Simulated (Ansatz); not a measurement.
The (110) face of monoclinic HfO2 can be cut between different planes. Symmetric, stoichiometric slabs relaxed in the 1x1 cell (39.0 Å²): top plane 3 O, 0.05 Å over the next in the ideal cut; top plane O, 0.28 Å over the next in the ideal cut.

Level of theory: PBE (plane waves to 420 eV, PAW; Ansatz, a program for electronic structure).

### Question
Rank these by surface energy (lowest first), as PBE gives it.

### Answer
the cut with an outer spacing of 0.05 Å (1.30 J/m²), the cut with an outer spacing of 0.28 Å (1.64 J/m²)
